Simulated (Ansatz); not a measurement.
KMgF3 (Pm-3m), Ansatz (a program for electronic structure) with PBEsol, rigid bands: N_v = 1.26e21 cm⁻³ at 300 K and a hole conductivity mass of 3.76 mₑ.

**Question.** For 1e16 holes per cm³ at 300 K, place the Fermi level, estimate the Seebeck coefficient of a parabolic band with constant τ, and give mobility and conductivity for τ = 20 fs.

**Answer.** The level lies k_BT ln(N_v/p) = 0.304 eV above the valence-band maximum. S ≈ +(k_B/e)[ln(N_v/p) + 5/2] = 1227 μV/K, against 1205 μV/K from the full bands (mean over directions). μ = eτ/m = 9.36 cm²/(V·s) and σ = peμ = 0.0150 S/cm. τ is assumed, not computed.

Band transport and this doping are assumed; polarons and phonon drag are left out. Spin-orbit coupling is left out; where it splits the top of the valence band, N_v and the p-type Seebeck coefficient come out somewhat high without it.

Formula and space group known from diffraction (Crystallography Open Database), not checked to be the room-temperature form: KMgF3 (Pm-3m).
